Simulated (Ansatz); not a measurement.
Consider C (space group Pm-3n, No. 223; a = 3.818 Å; a hypothetical phase, not in the database extracts checked).

Levels (all Ansatz, an electronic-structure program, PAW): PBEsol (420 eV, no spin-orbit coupling); r2SCAN (500 eV, no spin-orbit coupling).

The geometry is relaxed with PBEsol.

| Quantity | Result |
|---|---|
| PBEsol pressure | 0.0 GPa |

Q: What does r2SCAN give at this geometry for the pressure?

A: The pressure goes from zero to 10.8 GPa.

Single points use the geometry relaxed with PBEsol. Their cutoffs differ, which shifts pressures a little. No phonon test of stability was made.
